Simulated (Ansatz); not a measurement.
InAgTe2, response to strain

Start from InAgTe2 in the chalcopyrite structure (space group I-42d, No. 122; a = 6.5687 Å, c = 12.9994 Å).

Strains are applied to the cell and any free atomic positions relax.

All numbers come from Ansatz (a program for electronic structure), PBE, PAW, cutoff 420 eV, no SOC.

Notes on the quantities. energy relative to the base: free energy F.

```csv
isotropic strain (%),energy relative to the base (meV/atom)
-3,36.9
-2.25,?
-1.5,8.7
-0.75,2.1
0,0.0
```

Fit ΔE = Aε² + Bε³ (ε in %) to the rows shown and predict the withheld row.

Least squares on the printed values gives A = 3.63 and B = -0.16 meV/atom (largest residual 0.0 meV/atom); this predicts 20.2 meV/atom, and the run gives 20.2 meV/atom, in agreement.

Whether these cells are dynamically stable was not tested.
